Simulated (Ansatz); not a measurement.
Base system: CsSnI3 in the cubic perovskite structure (space group Pm-3m, No. 221; a = 6.2244 Å). Axes: x, y, z lie along the cube axes.

Calculations: Ansatz (a program for electronic structure) r2SCAN, no SOC.

Strains are applied to the cell and any free atomic positions relax; under stress the whole cell relaxes.

One change was made to it. Results:

```json
[
 {"quantity": "band gap", "base": "0.46 eV", "after": "0.36 eV"},
 {"quantity": "energy relative to the base (free energy F)", "base": "0 meV/atom", "after": "+27 meV/atom"}
]
```

Which change produced these results?
A. uniaxial stress, 2 GPa tension along z
B. uniaxial stress, 0.5 GPa tension along x
C. tensor shear ε_xy = −3.72 %
D. isotropic strain −5.83 %

A, uniaxial stress, 2 GPa tension along z. For comparison, the energy relative to the base in the other runs: isotropic strain −5.83 % gives +99 meV/atom; uniaxial stress, 0.5 GPa tension along x gives +1.0 meV/atom; tensor shear ε_xy = −3.72 % gives +4.5 meV/atom.

The mesh was chosen for an insulator and is coarse for the gapless case. With I present, leaving out spin-orbit coupling can change the band edges. Beyond what the load breaks, stability against distortions was not tested. All final runs are without spin polarisation. Many cubic perovskites are stable only at high temperature; tilts and polar distortions were not tested.
